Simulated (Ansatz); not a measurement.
The reference is KTaO$_{3}$ in the cubic perovskite structure (space group Pm-3m, No. 221).

```xyz
5
Lattice="4.0232 0.0000 0.0000 0.0000 4.0232 0.0000 0.0000 0.0000 4.0232" Properties=species:S:1:pos:R:3 pbc="T T T"
K      0.0000     0.0000     0.0000
Ta     2.0116     2.0116     2.0116
O      0.0000     2.0116     2.0116
O      2.0116     2.0116     0.0000
O      2.0116     0.0000     2.0116
```

Calculations: PBE (Ansatz, an electronic-structure program, PAW, without spin-orbit coupling), earlier PAW set.

Carriers are added at fixed cell with a uniform background; the Fermi–Dirac width is that of 300 K.

One change was made to it. Results:

| quantity | base | after |
|---|---|---|
| gap between the host's bands | 2.17 eV | 2.28 eV |
| gap character | indirect, R → Γ | indirect, R → Γ |
| Fermi level relative to the doped band's edge (positive inside the band; to 0.05 eV) | – | +0.30 eV |

**Question.** Which change produced these results?
A. electrons 7.0×10^21 cm⁻³
B. holes 1.0×10^22 cm⁻³
C. electrons 2.0×10^21 cm⁻³
D. electrons 5.0×10^21 cm⁻³

**Answer.** C, electrons 2.0×10^21 cm⁻³. For comparison, the gap between the host's bands in the other runs: electrons 5.0×10^21 cm⁻³ gives 2.45 eV; holes 1.0×10^22 cm⁻³ gives 2.54 eV; electrons 7.0×10^21 cm⁻³ gives 2.55 eV.

Carriers are added with a uniform compensating background; total energy and stress of such cells depend on the potential's zero and are not compared; many-body gap narrowing is missing at this level. With Ta present, leaving out spin-orbit coupling can change the band edges. No phonon test of stability was made.
